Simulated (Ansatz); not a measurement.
We consider AlOCl (Pmmn, No. 59; cell taken from a computed entry), described by HSE06 in Ansatz (PAW).

Run with plane-wave cutoff 500 eV, 8×6×4 k mesh (along the axes of the cell as run), gaussian smearing 0.02 eV, scalar-relativistic PAW data made under PBE.

Cell (relaxed with PBEsol):

```
CELL_PARAMETERS angstrom
      3.13846     0.00000     0.00000
      0.00000     3.63817     0.00000
      0.00000     0.00000     8.29927
ATOMIC_POSITIONS crystal
  Al 0.50000 0.00000 0.90085
  Al 0.00000 0.50000 0.09915
  Cl 0.00000 0.00000 0.69877
  Cl 0.50000 0.50000 0.30123
  O  0.50000 0.50000 0.95330
  O  0.00000 0.00000 0.04670
```

Predict the band gap.


* **band gap**: 7.33 eV (on the SCF k mesh)

Note: cell and atoms aren't relaxed at this level (pressure -0.7 GPa); the cell has widely spaced layers and the level no dispersion term, so their spacing and the moduli can rest on weak binding.

Static lattice: no zero-point or thermal effects.

Ansatz is an electronic-structure program.
